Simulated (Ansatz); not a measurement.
Consider CdSe in the zinc blende structure (space group F-43m, No. 216).

```yaml
crystal:
  lattice:
    - [0.00000, 3.09821, 3.09821]
    - [3.09821, 0.00000, 3.09821]
    - [3.09821, 3.09821, 0.00000]
  atoms:
    - { symbol: Cd, position: [0.00000, 0.00000, 0.00000] }
    - { symbol: Se, position: [0.25000, 0.25000, 0.25000] }
```

Computed with plane-wave PAW DFT at the PBE level (Ansatz, a program for electronic structure, 420 eV), no spin-orbit coupling.

Base values:

The pressure is -0.1 kbar.

Now apply this change: the cell is scaled by 0.9800 in all directions; the atoms relax in the strained cell.

**Question.** Estimate the effect on the mean gap deformation potential ΔEg/Δln V and pressure.

**Answer.** The mean gap deformation potential ΔEg/Δln V amounts to -2.1 eV; the pressure increases by 31.2 kbar, from -0.1 kbar to 31.1 kbar.

Whether these cells are dynamically stable was not tested.
